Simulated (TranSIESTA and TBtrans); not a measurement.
Run with TranSIESTA and TBtrans (open boundaries, self-consistent; PseudoDojo norm-conserving potentials, scalar-relativistic): PAO.BasisSize DZP, PAO.EnergyShift 0.15 eV, XC.Authors PBE, Mesh.Cutoff 200 Ry, ElectronicTemperature 300 K, TS.Voltage 0.0 eV, TBT.Elecs.Eta 0.001 eV, no spin polarisation.

Junction: Ge chain with one bond stretched by 1.5 Å. Leads: straight Ge chain, spacing 2.4 Å. Geometry: as built, not relaxed.

### Question
Give the largest eigenchannel transmissions at the Fermi level (four at most) and the total.

### Answer
0.24, 0.11, 0.11; total 0.46. The straight chain is held at its spacing; free chains may zigzag or dimerise. No spin-polarised start was tried, so a magnetic state, if there is one, is missed.
